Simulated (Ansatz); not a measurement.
Antifluorite K₂S was calculated with PBE (Ansatz, a quantum-chemistry and plane-wave program, PAW).

Numerical settings: plane-wave cutoff 520 eV, 8×8×8 k mesh, scalar-relativistic PAW data made under PBE.

The cell has the measured lattice: a = b = c = 7.391 Å, α = β = γ = 90.00°.

**Question.** What does this level give for the Voigt–Reuss–Hill shear modulus (Hill average), elastic constant C12, Voigt–Reuss–Hill bulk modulus, elastic constant C11 and elastic constant C44?

**Answer.** 
- Voigt–Reuss–Hill shear modulus (Hill average) = 9.96 GPa
- elastic constant C12 = 12.8 GPa
- Voigt–Reuss–Hill bulk modulus = 20.7 GPa
- elastic constant C11 = 36.5 GPa
- elastic constant C44 = 8.85 GPa

Note: the cell isn't this level's own, so it is under some stress, which shifts stiffness and frequencies.

Elastic constants are with the ions relaxed.
